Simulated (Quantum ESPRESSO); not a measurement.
Worked example: self-consistent single point of Mg5Ge (F-43m, 6 atoms in the cell) in Quantum ESPRESSO.

Level of theory: PBEsol, GBRV 1.5 ultrasoft (PBESOL) pseudopotentials (plane waves; Quantum ESPRESSO 7.5).

```
CELL_PARAMETERS angstrom
     -4.09677     0.00000     4.09677
      0.00000     4.09677     4.09677
     -4.09677     4.09677     0.00000
ATOMIC_POSITIONS crystal
  Mg 0.75000 0.75000 0.75000
  Mg 0.37484 0.87548 0.37484
  Mg 0.37484 0.37484 0.37484
  Mg 0.87548 0.37484 0.37484
  Mg 0.37484 0.37484 0.87548
  Ge 0.00000 0.00000 0.00000
```

Reference input (self-consistent single point, DFT, PBEsol, plane waves, GBRV 1.5 ultrasoft (PBESOL) pseudopotentials): ecutwfc = 50 Ry; ecutrho = 250 Ry; occupations = smearing; smearing = fd; degauss = 0.0073499 Ry; potentials = {Mg: mg_pbesol_v1.4.uspp.F.UPF, Ge: ge_pbesol_v1.4.uspp.F.UPF}; K_POINTS = automatic 6 6 6 0 0 0; conv_thr = 1e-10 Ry; mixing_beta = 0.4. This run's input differs from it in these lines:

```diff
@@ -17,3 +17,3 @@
    smearing = 'fd'
-   degauss = 0.0073499
+   degauss = 0.02205
 /
```

The program printed (abridged):

```
     Self-consistent Calculation

     iteration #  1     ecut=    50.00 Ry     beta= 0.40

     total energy              =    -838.71388140 Ry
     estimated scf accuracy    <       0.69894533 Ry

     iteration #  2     ecut=    50.00 Ry     beta= 0.40

     total energy              =    -838.73106850 Ry
     estimated scf accuracy    <       0.09356260 Ry

     iteration #  3     ecut=    50.00 Ry     beta= 0.40

     total energy              =    -838.74091598 Ry
     estimated scf accuracy    <       0.00868850 Ry

   [... 5 blocks of this kind left out ...]

     iteration #  9     ecut=    50.00 Ry     beta= 0.40

     total energy              =    -838.74098361 Ry
     estimated scf accuracy    <          1.5E-09 Ry

     iteration # 10     ecut=    50.00 Ry     beta= 0.40
     End of self-consistent calculation

     the Fermi energy is     5.8474 ev

!    total energy              =    -838.74098361 Ry
     estimated scf accuracy    <          4.4E-11 Ry
     smearing contrib. (-TS)   =      -0.05768374 Ry
     internal energy E=F+TS    =    -838.68329987 Ry

     convergence has been achieved in  10 iterations

     Forces acting on atoms (cartesian axes, Ry/au):

     atom    1 type  1   force =     0.00000000    0.00000000    0.00000000
     atom    2 type  1   force =    -0.00008441   -0.00008441   -0.00008441
     atom    3 type  1   force =    -0.00008441    0.00008441    0.00008441
     atom    4 type  1   force =     0.00008441    0.00008441   -0.00008441
     atom    5 type  1   force =     0.00008441   -0.00008441    0.00008441
     atom    6 type  2   force =     0.00000000    0.00000000    0.00000000

     Total force =     0.000292     Total SCF correction =     0.000011

          total   stress  (Ry/bohr**3)                   (kbar)     P=       -8.16
  -0.00005548  -0.00000000   0.00000000           -8.16       -0.00        0.00
  -0.00000000  -0.00005548   0.00000000           -0.00       -8.16        0.00
   0.00000000   0.00000000  -0.00005548            0.00        0.00       -8.16

   JOB DONE.
```

The run converged in 10 iterations. Against the reference run the free energy drops by 59.2 meV/atom, the pressure goes from -1.13 to -0.82 GPa and the largest force goes from 0.035 to 0.004 eV/Å.

The starting cell comes from a database of computed structures (which also holds hypothetical and non-ambient phases and stackings), without a prior relaxation at this level.

Cost on one core of a shared machine: roughly 80 s.
